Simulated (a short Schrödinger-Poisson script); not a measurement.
Structure: MOS inversion layer, Al2O3 on p-type Si(110), at 300 K.

From the gate side: 4.6 nm Al2O3; 1500 nm Si, acceptors 8.2e16 cm⁻³.

The device is made up for the run: typed textbook-type constants, with dimensions and the other settings drawn at random. Al2O3: permittivity 9, conduction-band edge (eV) 2.7, gap (eV) 6.8, electron mass (mₑ) 0.3. Si: permittivity 11.7, conduction-band edge (eV) 0, gap (eV) 1.124, Nv at 300 K (cm⁻³) 3.1e19.

Channel valleys (confinement mass, in-plane density-of-states mass, number): Δ4 0.315, 0.324, 4; Δ2 0.19, 0.417, 2. At the gate the conduction-band edge of layer 1 lies 2.82 eV − eVg above the Fermi level of the channel; the field vanishes at the back. Gaps are held at their typed values at every temperature. Mesh 0.03 nm at interfaces.

From a short Schrödinger-Poisson script (our own, NumPy): 1D Poisson equation in equilibrium, electrons quantum, Hartree (BenDaniel-Duke, 12 states a valley, the channel's in-plane mass for all, wave functions ending at the dielectric), parabolic valleys, classical holes, full ionisation, no traps, pinning or gate leakage.

```csv
Vg (V),electrons (cm⁻²),C (μF/cm²),Δ4 E0 (meV from the Fermi level),Δ2 E0 (meV from the Fermi level)
0.1,2.32e10,0.197,178.2,190.6
0.2,2.65e11,0.715,114.2,127.8
0.3,8.05e11,1.01,84.2,99.7
0.4,1.47e12,1.13,67.2,84.7
0.5,2.20e12,1.20,55.6,75.0
0.6,2.97e12,1.25,46.7,68.0
0.7,3.76e12,1.28,39.4,62.6
0.8,4.57e12,1.31,33.3,58.2
0.9,5.39e12,1.33,27.9,54.6
1,6.23e12,1.35,23.2,51.5
1.1,7.07e12,1.36,18.9,48.8
1.2,7.93e12,1.38,14.9,46.4
1.3,8.79e12,1.39,11.3,44.2
1.4,9.66e12,1.40,7.8,42.3
1.5,1.05e13,1.40,4.6,40.5
1.6,1.14e13,1.41,1.6,38.9
1.7,1.23e13,1.42,-1.3,37.4
```

Gate voltages with under 1e9 electrons/cm² are left out.

At Vg = 1.7 V the lowest Δ4 subband lies at -1.3 meV from the Fermi level. How many electrons does it hold, and what share of all?

The two-dimensional density of states is g m/(πħ²) = 5.41e11 cm⁻² meV⁻¹ (both spins), kT = 25.9 meV, so n = D kT ln(1 + exp(−E/kT)) = 1.01e13 cm⁻², 0.82 of the 1.23e13 cm⁻² in all.

Compare the slope of the sheet density between 1.5 and 1.7 V with the geometric capacitance of the layers between gate and channel.

q Δn/ΔV = 1.44 μF/cm²; ε0/Σ(t/ε) = 1.73 μF/cm². The ratio is 0.83: the channel acts as a further capacitance in series.
